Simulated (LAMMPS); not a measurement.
Consider CdTe (zinc blende) with 75 % of Te sites Se, 4096 atoms, at 1020 K and 0 GPa, heated as the crystal in molecular dynamics.

Computed with classical MD, pair style sw, file CdTeZnSeHgS0.sw, run in LAMMPS.

The state found is crystal; no diffusion seen in 30 ps and the density is 5.6712 ± 0.0002 g/cm³. The volume per atom is 29.7988 ± 0.0010 Å³. The enthalpy per atom is -2.1536 ± 0.0002 eV and the first peak of g(r), Cd-Se is 2.65 Å, height 9.1. The coordination number of Cd by Se comes out as 3.00 (counted to 3.70 Å). The coordination number of Se by Cd is 4.00 (counted to 3.70 Å) and the first peak of g(r), Cd-Te is 2.78 Å, height 8.2. The coordination number of Cd by Te is 1.00 (counted to 3.82 Å), the coordination number of Te by Cd comes out as 4.00 (counted to 3.82 Å) and the most common Se-Cd-Se angle comes out as in the 3° bin centred on 109.5° (mean of all 110°). The most common Se-Cd-Te angle comes out as in the 3° bin centred on 109.5° (mean of all 108°), the most common Te-Cd-Te angle comes out as in the 3° bin centred on 106.5° (mean of all 106°) and the mean frequency of the velocity spectrum comes out as 4.5 THz. The cost is roughly 5 core-minutes.

Potential: file CdTeZnSeHgS0.sw of the LAMMPS distribution; its header cites Zhou, Ward, Martin, van Swol, Cruz-Campa, and D. Zubia, Phys. Rev. B, 88, 085309 (2013).

Caution: the random arrangement on this lattice is imposed, and need not be a phase that exists in equilibrium. Caution: a run this short can hold a crystal over, or a liquid under, the potential's melting point.

States go by the mean squared displacement: a species diffuses where it passes 1.5 Å², still rises and gives D over 1e-6 cm²/s; a crystal has left its structure where atoms lie 0.35 Å off their sites on average or a cubic box changes its shape by 3 %.

Uncertainties are statistical and leave out the potential's own error.
